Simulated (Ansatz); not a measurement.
Here is the system:

```
CELL_PARAMETERS angstrom
      0.00000     2.68851     2.68851
      2.68851     0.00000     2.68851
      2.68851     2.68851     0.00000
ATOMIC_POSITIONS crystal
  Al 0.00000 0.00000 0.00000
  P  0.75000 0.75000 0.75000
```

The numbers are results of PBEsol with spin-orbit coupling, rigid bands (plane waves, PAW; Ansatz, a first-principles code), not measurements. Condition of this run: hydrostatic pressure 5 GPa (the target of the relaxation). How the cell was made: cell and atoms relaxed with PBEsol, then loaded as said.

**Question.** Predict the hole conductivity mass (n e² τ/σ) at 300 K, by direction if it differs.

**Answer.** 0.67 mₑ.

**Question.** Predict the electron conductivity mass (n e² τ/σ) at 300 K, by direction if it differs.

**Answer.** 0.32 mₑ.

**Question.** And the band gap?

**Answer.** 1.33 eV at this level; semilocal functionals usually fall short of the measured gap.

Rigid bands, one relaxation time for all states, no polarons.
